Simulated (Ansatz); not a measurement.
# A self-consistent single point of LaRh2Ge2 (I4/mmm, 5 atoms in the cell) with Ansatz

Method of the run: PBEsol, harder PAW files (source: ansatz) made with PBE (plane waves; Ansatz, a first-principles code).

The input file:

Ansatz 0.2 input:
```yaml
# La(GeRh)2
crystal:
  lattice:
    - [-2.070334, 2.070334, 6.807008]
    - [2.070334, -2.070334, 6.807008]
    - [2.070334, 2.070334, -6.807008]
  atoms:
    - { symbol: La, position: [0.000000, 0.000000, 0.000000] }
    - { symbol: Rh, position: [0.750000, 0.250000, 0.500000] }
    - { symbol: Rh, position: [0.250000, 0.750000, 0.500000] }
    - { symbol: Ge, position: [0.354500, 0.354500, 0.000000] }
    - { symbol: Ge, position: [0.645500, 0.645500, 0.000000] }
basis:
  ecutwfc: 820.0
kpoints:
  mp_grid: { grid: [7, 7, 7] }
hamiltonian:
  xc: pbesol
  pseudopotentials: { kind: paw, source: ansatz }
scf:
  occupations: { method: methfessel_paxton, width: 0.272 }
output:
  forces: true
  eigenvalues: true
  stress: true
```

Log, with long lists cut:

```
WARN ansatz: RAYON_NUM_THREADS=1 ignored (pool sized by the plan → 1); use --threads N
basis.fft_grid_basis auto: the FFT boxes are laid along the combinations [[1, 0, 1], [0, 1, 1], [0, 0, 1]] of the cell's own vectors, 4.141, 4.141 and 7.410 Å …
Pseudopotentials: kind: paw
Pseudopotential: La, paw, valence charge 11
Pseudopotential: Rh, paw, valence charge 17
Pseudopotential: Ge, paw, valence charge 14
Crystal: 5 atoms, lattice volume = 116.707 Å³
Basis set: ecut = 820 eV, 6239 PW (Γ), FFT grids on a1+a3, a2+a3, a3, exchange–correlation on 80×80×144 points (8 copies of the dense FFT grid, shifted against one another)
Bands: 44, of which v1, the nominal top of the filled ones, is band 37 counted from 1 (36 counted from 0)
Symmetry: 16 space group operations
Space group: I4/mmm (ITA 139), of the structure as read, at distance tolerance 4.9e-5 Å
k-points: 40 of 343
PAW frozen core: La, regenerated for the run's functional, and the local potential with it
PAW frozen core: Rh, regenerated for the run's functional, and the local potential with it
PAW frozen core: Ge, regenerated for the run's functional, and the local potential with it
Initial density: superposition of atomic densities (chi_scale 0.1, normalization cell, long waves kept (reshape's long-wave potential 0.06 eV rms))
Initial wavefunctions: pseudopotential atomic-orbital guess
Eigensolver: davidson
Functional: x = pbesol(κ = 0.804, μ = 0.12345679012345678), c = pbesol(β = 0.046)
SCF iter   1: F=—  HF=-27431.119846 eV  |F-HF|=—  |Δ(HF+E_count)|=         —  Δρ=7.55e-1  dr2=2.21e3  ethr=3.10e-3  ⟨swp⟩=6.5  Hψ=7926  notcnv=0
all-band conjugate gradients solve this SCF's bands
preconditioner: auto → Kerker (q_TF=auto, 2.523 Å⁻¹)
SCF iter   2: F=—  HF=-27596.763427 eV  |F-HF|=—  |Δ(HF+E_count)|=    1.66e2  S|Δr|=    0.00e0  Δρ=4.31e-1  dr2=4.13e2  ethr=3.10e-3  ⟨swp⟩=14.1  Hψ=14362  notcnv=0  defer=37
SCF iter   3: F=—  HF=-27466.830471 eV  |F-HF|=—  |Δ(HF+E_count)|=    1.30e2  S|Δr|=    0.00e0  Δρ=2.40e-1  dr2=1.31e2  ethr=3.10e-3  ⟨swp⟩=7.9  Hψ=5646  notcnv=0  defer=55
SCF iter   4: F=—  HF=-27395.644777 eV  |F-HF|=—  |Δ(HF+E_count)|=    7.12e1  S|Δr|=    0.00e0  Δρ=7.40e-2  dr2=1.86e1  ethr=3.10e-3  ⟨swp⟩=8.0  Hψ=6201  notcnv=0  defer=76
SCF iter   5: F=—  HF=-27394.277052 eV  |F-HF|=—  |Δ(HF+E_count)|=    1.37e0  S|Δr|=    0.00e0  Δρ=7.56e-2  dr2=2.06e1  ethr=3.10e-3  ⟨swp⟩=6.6  Hψ=3754  notcnv=0  defer=47
SCF iter   6: F=—  HF=-27390.487806 eV  |F-HF|=—  |Δ(HF+E_count)|=    3.79e0  S|Δr|=    0.00e0  Δρ=5.35e-2  dr2=1.13e1  ethr=3.10e-3  ⟨swp⟩=5.5  Hψ=4047  notcnv=1  defer=42
SCF iter   7: F=—  HF=-27387.831695 eV  |F-HF|=—  |Δ(HF+E_count)|=    2.66e0  S|Δr|=    0.00e0  Δρ=3.84e-2  dr2=5.52e0  ethr=3.10e-3  ⟨swp⟩=6.2  Hψ=3723  notcnv=0  defer=47
SCF iter   8: F=—  HF=-27386.017990 eV  |F-HF|=—  |Δ(HF+E_count)|=    1.81e0  S|Δr|=    0.00e0  Δρ=2.01e-2  dr2=1.11e0  ethr=3.10e-3  ⟨swp⟩=8.7  Hψ=5232  notcnv=0  defer=53
SCF iter   9: F=—  HF=-27385.530201 eV  |F-HF|=—  |Δ(HF+E_count)|=   4.88e-1  S|Δr|=    0.00e0  Δρ=8.38e-3  dr2=4.09e-1  ethr=1.52e-3  ⟨swp⟩=10.1  Hψ=7323  notcnv=0  defer=72
SCF iter  10: F=—  HF=-27385.481358 eV  |F-HF|=—  |Δ(HF+E_count)|=   4.88e-2  S|Δr|=    0.00e0  Δρ=2.94e-3  dr2=1.43e-2  ethr=5.60e-4  ⟨swp⟩=6.0  Hψ=4404  notcnv=0  defer=17
SCF iter  11: F=—  HF=-27385.478917 eV  |F-HF|=—  |Δ(HF+E_count)|=   2.44e-3  S|Δr|=    0.00e0  Δρ=1.81e-3  dr2=1.18e-2  ethr=1.96e-5  ⟨swp⟩=4.5  Hψ=3982  notcnv=0  defer=8
SCF iter  12: F=—  HF=-27385.476573 eV  |F-HF|=—  |Δ(HF+E_count)|=   2.34e-3  S|Δr|=    0.00e0  Δρ=7.87e-4  dr2=2.37e-3  ethr=1.61e-5  ⟨swp⟩=4.2  Hψ=3345  notcnv=0  defer=5
SCF iter  13: F=—  HF=-27385.476095 eV  |F-HF|=—  |Δ(HF+E_count)|=   4.78e-4  S|Δr|=    0.00e0  Δρ=1.22e-4  dr2=2.97e-5  ethr=3.24e-6  ⟨swp⟩=3.9  Hψ=3258  notcnv=0
SCF iter  14: F=—  HF=-27385.476041 eV  |F-HF|=—  |Δ(HF+E_count)|=   5.36e-5  S|Δr|=    0.00e0  Δρ=3.58e-5  dr2=3.17e-6  ethr=4.07e-8  ⟨swp⟩=4.5  Hψ=3997  notcnv=0
SCF iter  15: F=—  HF=-27385.476041 eV  |F-HF|=—  |Δ(HF+E_count)|=   2.81e-7  S|Δr|=    0.00e0  Δρ=2.17e-5  dr2=2.13e-6  ethr=4.35e-9  ⟨swp⟩=3.6  Hψ=3404  notcnv=0
SCF iter  16: F=—  HF=-27385.476041 eV  |F-HF|=—  |Δ(HF+E_count)|=   1.49e-7  S|Δr|=    0.00e0  Δρ=1.34e-5  dr2=6.96e-7  ethr=2.91e-9  ⟨swp⟩=1.9  Hψ=1983  notcnv=0
SCF iter  17: F=-27385.476041 eV  HF=-27385.476041 eV  |F-HF|=4.33e-9  |Δ(HF+E_count)|=   1.69e-7  S|Δr|=    0.00e0  Δρ=1.20e-6  dr2=4.65e-9  ethr=1.37e-10  ⟨swp⟩=21.0  Hψ=16560  notcnv=0
SCF 1 converged in 17 iterations: F = -27385.476041 eV  dr2 = 4.65e-9
SCF converged after 17 iterations
Stability not checked (fill_not_monotonic)
Free energy (F): -27385.476041 eV
Harris-Foulkes:  -27385.476041 eV  (|F-HF|=4.33e-9)
Internal energy: -27385.470271 eV  (E = F + TS)
E sigma→0 (E₀):  -27385.474598 eV
Entropy (-TS):   -0.005770 eV (-1.154 meV/atom)
Fermi energy:    12.115295 eV
--- Per-component energies (eV) ---
  E_band       = -721.181829
  E_kinetic    = 2547.316529
  E_local      = -10003.001128  (includes V_loc(G=0)·N_el)
  E_nonlocal   = -1216.301494
  E_hartree    = 4221.648625
  E_xc         = -997.665741
  E_vxc        = -1026.210258  (∫ρ·V_xc dr)
  E_paw        = -15314.912821  (= ΣΔE_a)
  E_vpaw       = 533.713628  (= ΣTr[D̂ρ^β])
  E_aug_tail   = -0.000469  (compensation charges beyond the density's cutoff)
  E_ewald      = -6625.106385
  E_core_change = 2.552612  (= ΣΔE_core)
  E_smearing   = -0.005770  (= −TS)
  E_closure    = -0.000000  (closes the sum)
  Σ components = -27385.476041   (vs F -27385.476041, Δ=0.00e0)
--- Forces (eV/Å), atoms counted from 1 ---
  atom   1  La     0.00000000    -0.00000000     0.00000000
  atom   2  Rh     0.00000000     0.00000000     0.00000000
  atom   3  Rh    -0.00000000     0.00000000    -0.00000000
  atom   4  Ge     0.00000000    -0.00000000    -0.66453059
  atom   5  Ge    -0.00000000    -0.00000000     0.66453059
  max |Σ_I F_I| component: 3.33e-16 eV/Å
--- Stress (GPa, compression-positive) ---
      -12.219881       0.000000       0.000000
        0.000000     -12.219881      -0.000000
        0.000000      -0.000000     -17.573681
  P = ⅓ Tr σ = -14.0045 GPa (-140.045 kbar)
  The stress holds the Pulay correction. Without it, at fixed plane waves, as pw.x and ABINIT print it: P = -14.0099 GPa
--- Band table (eV; the first three rows and the last of 40) ---
  k-point 0: bands = ["-65.8954", "-65.8702", "-33.9056", "-33.9056", "-33.7841", "-33.7553", "-33.7553", "-33.7508", "-21.3782", "-11.9902", "-11.9902", "-11.9880", "-11.9880", "-11.9791", "-11.9761", "-11.9741", "-11.9731", "-11.9623", "-11.9591", [...]
  k-point 1: bands = ["-65.8930", "-65.8726", "-33.9091", "-33.8748", "-33.7874", "-33.7808", "-33.7540", "-33.7524", "-21.3711", "-11.9910", "-11.9904", "-11.9892", "-11.9886", "-11.9779", "-11.9755", "-11.9738", "-11.9725", "-11.9623", "-11.9596", [...]
  k-point 2: bands = ["-65.8876", "-65.8779", "-33.9171", "-33.8591", "-33.8053", "-33.7735", "-33.7607", "-33.7465", "-21.3552", "-11.9932", "-11.9918", "-11.9910", "-11.9895", "-11.9752", "-11.9744", "-11.9732", "-11.9715", "-11.9621", "-11.9609", [...]
  k-point 39: bands = ["-65.8941", "-65.8715", "-33.8987", "-33.8982", "-33.7824", "-33.7633", "-33.7628", "-33.7524", "-21.3746", "-11.9898", "-11.9897", "-11.9891", "-11.9891", "-11.9786", "-11.9756", "-11.9739", "-11.9730", "-11.9622", [...]
```

The run converged in 17 iterations.

The starting cell was generated: these elements placed on a structure prototype, without a prior relaxation; it need not be a known phase or ordering of this composition. Its lattice was rescaled by a random factor within 2.5 % of one. Spin polarisation is off. With a pressure of about -14 GPa the cell is away from its equilibrium volume at this level. Ansatz's pressure includes its estimate of the finite-basis (Pulay) stress.

Cost on one core of a shared machine: roughly 2 min.
